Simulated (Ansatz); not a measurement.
BeS (model structure, from the NiAs type, P6₃/mmc, No. 194): band gap by level of theory

No measured value is used here.

| level (code) | value (eV) | cell (Å³/atom) |
|---|---|---|
| LDA (Ansatz) | 1.41 (indirect) | 11.79 |
| PBE (Ansatz) | … | 12.37 |
| PBE-D3(BJ) (Ansatz) | 1.41 (indirect) | 11.86 |
| r²SCAN+rVV10 (Ansatz) | 1.79 (indirect) | 12.32 |
| HSE06 (Ansatz) | 2.24 (indirect) | 12.06 |

Q: Some entries are withheld; supply them.

A: 
- PBE (Ansatz, a first-principles code), value (eV): 1.44 (indirect)

Computed values are for a static lattice.  HSE06: the gap is read on the k mesh or supercell of the run alone and can be too large. Values are at the level's own equilibrium cell; HSE06 at the PBEsol cell. Cutoffs and k meshes differ between the levels. Ansatz's density-functional and Hartree–Fock values are scalar-relativistic unless marked +SOC, with PAW data made under PBE.

A model structure was made by putting elements into a prototype or built by hand; it is no filed structure, need not be a known phase, and can be a saddle point held by its symmetry.
